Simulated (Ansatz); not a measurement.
# YAl3: pressure series

Consider YAl3 (space group R-3m, No. 166; a = 6.1230 Å, c = 21.0499 Å (hexagonal axes); a cell from a computed database, its experimental status unchecked).

Cell and atoms are relaxed at each pressure.

Method: DFT with PBEsol, PAW potentials and a 420 eV plane-wave cutoff in Ansatz (an electronic-structure program), scalar-relativistic without spin-orbit coupling.

| P (GPa) | V (Å³/atom) |
|---|---|
| -1.99 | 19.518 |
| -0.99 | 19.240 |
| 0.29 | 18.914 |
| 0.69 | 18.816 |
| 1.49 | 18.631 |
| 2.99 | 18.307 |
| 4.99 | 17.916 |
| 7.50 | 17.478 |
| 9.98 | 17.091 |

A third-order Birch–Murnaghan fit to these points gives V₀ = 18.99 Å³/atom, B₀ = 76 GPa and B₀′ = 4.2. At pressure 10 GPa the volume is 90.0 % of V₀.

Load acts through the strain it causes; cell and atoms are relaxed under it. Whether these cells are dynamically stable was not tested. Competing high-pressure phases were not computed. All final runs are without spin polarisation.
